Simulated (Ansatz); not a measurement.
The starting structures come from a database of crystals and need not be the phases stable at ambient conditions.

 Where the default PAW files enter, the runs use the earlier of Ansatz's two default sets.

By LDA, the system below comes out a metal.

Without scattering a metal conducts by its projected Fermi surface.

Given:

```
Cr3Ge
1.0
    4.54939     0.00000     0.00000
    0.00000     6.43381     0.00000
    0.00000     3.21690     3.21690
Cr Ge
6 2
Direct
  0.50000   0.75000   0.25000
  0.50000   0.25000   0.75000
  0.00000   0.50000   0.25000
  0.00000   0.50000   0.75000
  0.25000   0.00000   0.50000
  0.75000   0.00000   0.50000
  0.00000   0.00000   0.00000
  0.50000   0.50000   0.00000
```

Space group of this cell: Pm-3n, A15 (Cr3Si type). The cell is taken as given; by LDA its mean pressure is -10.1 GPa.

The current flows along the normal of the first two printed cell vectors, the (110) plane of the conventional cell. No spin-orbit coupling; the value is a mean over 0.1 eV about the Fermi level.

Q: Predict the ballistic conductance per area from LDA (Ansatz, a quantum-chemistry and plane-wave program).

A: 0.89 × 10¹⁵ S/m² for both spins.
